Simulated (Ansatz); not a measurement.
The starting structures come from a database of crystals and need not be the phases stable at ambient conditions.

 Where the default PAW files enter, the runs use the earlier of Ansatz's two default sets.

By PBEsol, the system below comes out a metal.

The ballistic (Sharvin) conductance counts the channels at the Fermi level: G/A = (e²/h) × channels of both spins per area.

Input:

```xyz
2
Lattice="2.8718 0.0000 0.0000 1.1607 5.1660 0.0000 0.0132 -0.6733 2.7418" Properties=species:S:1:pos:R:3 pbc="T T T"
Au     2.7793     3.5253     0.9159
Au     1.2664     0.9674     1.8260
```

Space group of this cell: P-1. The cell is strained (lengths across the current scaled by 1.02, ions clamped); by PBEsol its mean pressure is -11.5 GPa.

The current flows along the normal of the first two printed cell vectors. No spin-orbit coupling; the value is a mean over 0.1 eV about the Fermi level.

Problem. Predict the ballistic conductance per area from PBEsol (Ansatz, an electronic-structure program).

Solution. 0.80 × 10¹⁵ S/m² for both spins.
